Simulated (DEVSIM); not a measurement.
Device: abrupt Si n-p junction, at 300 K.

Layer 1 from the left is Si, thickness (μm) 0.760, Nd (cm⁻³) 1.7e16, τn (s) 1.1e-7, τp (s) 1.1e-7. Layer 2 from the left is Si, thickness (μm) 0.310, Na (cm⁻³) 8.3e17, τn (s) 1.1e-7, τp (s) 1.1e-7.

Left contact: ohmic. Right contact: ohmic. Voltage is applied to the left contact. Recombination: SRH at mid-gap. Mobility is μmin + (μ − μmin)/(1 + (N/Nref)^α).

Constants are typed, rounded textbook-type inputs, not results; the design itself was drawn at random and stands for no fabricated device. Values at 300 K.

Si: gap (eV) 1.124, affinity (eV) 4.05, permittivity 11.7, Nc (cm⁻³) 2.86e19, Nv (cm⁻³) 3.1e19, μn (cm²/Vs) 1417, μp (cm²/Vs) 470, μn,min 52, μp,min 45, Nref,n 9.7e16, Nref,p 2.2e17, αn 0.68, αp 0.72.

Problem. Estimate by hand the built-in potential, the peak field at zero bias, and compare with a numerical solution.

Solution. 
- Built-in potential: ni = √(Nc Nv) exp(−Eg/2kT) = 1.08e10 cm⁻³ with Eg = 1.124 eV; Vbi = kT/q ln(Na Nd/ni²) = 0.838 V; numerical 0.838 V.
- Peak field at zero bias: depletion approximation: W = √(2εVbi/(qN)) = 0.255 μm with N = 1.67e16 cm⁻³; field = 2Vbi/W = 65700 V/cm; numerical 73400 V/cm (estimate below by 10 %).

Simulated with DEVSIM: 1D drift-diffusion, Boltzmann statistics, complete ionisation; no tunnelling, impact ionisation, image-force lowering or self-heating.
